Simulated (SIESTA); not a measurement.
Band structure of YP₃O₉ (Cc, 26 atoms in the cell).

```yaml
crystal:
  lattice:
    - [7.10494, -3.37021, 0.00000]
    - [7.10494, 3.37021, 0.00000]
    - [-6.12166, 0.00000, 7.97326]
  atoms:
    - { symbol: Y, position: [0.31882, 0.78526, 0.25396] }
    - { symbol: Y, position: [0.78526, 0.31882, 0.75396] }
    - { symbol: P, position: [0.60050, 0.81020, 0.09124] }
    - { symbol: P, position: [0.81020, 0.60050, 0.59124] }
    - { symbol: P, position: [0.37637, 0.21303, 0.98019] }
    - { symbol: P, position: [0.21303, 0.37637, 0.48019] }
    - { symbol: P, position: [0.81222, 0.98870, 0.91945] }
    - { symbol: P, position: [0.98870, 0.81222, 0.41945] }
    - { symbol: O, position: [0.42165, 0.04861, 0.05363] }
    - { symbol: O, position: [0.04861, 0.42165, 0.55363] }
    - { symbol: O, position: [0.55464, 0.05126, 0.87732] }
    - { symbol: O, position: [0.05126, 0.55464, 0.37732] }
    - { symbol: O, position: [0.89273, 0.75361, 0.77538] }
    - { symbol: O, position: [0.75361, 0.89273, 0.27538] }
    - { symbol: O, position: [0.47268, 0.73458, 0.09565] }
    - { symbol: O, position: [0.73458, 0.47268, 0.59565] }
    - { symbol: O, position: [0.73858, 0.64476, 0.97315] }
    - { symbol: O, position: [0.64476, 0.73858, 0.47315] }
    - { symbol: O, position: [0.42642, 0.40396, 0.12176] }
    - { symbol: O, position: [0.40396, 0.42642, 0.62176] }
    - { symbol: O, position: [0.14212, 0.27334, 0.85646] }
    - { symbol: O, position: [0.27334, 0.14212, 0.35646] }
    - { symbol: O, position: [0.95975, 0.93733, 0.08117] }
    - { symbol: O, position: [0.93733, 0.95975, 0.58117] }
    - { symbol: O, position: [0.80522, 0.16588, 0.89813] }
    - { symbol: O, position: [0.16588, 0.80522, 0.39813] }
```

Method: SIESTA with GGA PBEsol, numerical atomic orbitals DZP, PseudoDojo PBEsol standard norm-conserving potentials (rewritten from UPF to PSML).

Settings: XC.functional = GGA; XC.authors = PBEsol; potentials = PseudoDojo PBEsol standard; PAO.BasisSize = DZP; PAO.EnergyShift = 0.005 Ry; MeshCutoff = 300 Ry; kgrid.MonkhorstPack = 4 4 3 shifted by 0.5 0.5 0.5; OccupationFunction = FD; ElectronicTemperature = 10 K; MaxSCFIterations = 150; SCF.Mixer.Method = Pulay; SCF.Mixer.Weight = 0.25; SCF.Mixer.History = 6; SCF.DM.Tolerance = 1.0E-04.

The starting cell comes from a database of computed structures (which also holds hypothetical and non-ambient phases and stackings), without a prior relaxation at this level. Its lattice was rescaled by a random factor within 2.5 % of one. Values carry the incompleteness of an atom-centred basis.

Predict the gap along the standard path and the places of the band edges.

The gap along the path is 5.99 eV, direct at Γ to within 0.01 eV.

Levels in eV from the top of the valence band on the path, bands 77 to 81:
```json
[
 {"point": "X", "77": "-0.25", "78": "-0.25", "79": "-0.04", "80": "-0.04", "81": "6.31"},
 {"point": "Γ", "77": "-0.34", "78": "-0.30", "79": "-0.15", "80": "0.00", "81": "5.99"},
 {"point": "Y", "77": "-0.31", "78": "-0.31", "79": "-0.10", "80": "-0.10", "81": "6.31"},
 {"point": "L", "77": "-0.37", "78": "-0.27", "79": "-0.21", "80": "-0.01", "81": "6.28"},
 {"point": "Z", "77": "-0.31", "78": "-0.23", "79": "-0.17", "80": "-0.03", "81": "6.25"},
 {"point": "N", "77": "-0.31", "78": "-0.26", "79": "-0.08", "80": "-0.06", "81": "6.28"},
 {"point": "M", "77": "-0.31", "78": "-0.26", "79": "-0.08", "80": "-0.06", "81": "6.28"},
 {"point": "R", "77": "-0.31", "78": "-0.23", "79": "-0.17", "80": "-0.03", "81": "6.25"}
]
```

Higher empty bands are left out: an atom-centred basis made for the valence describes them poorly.
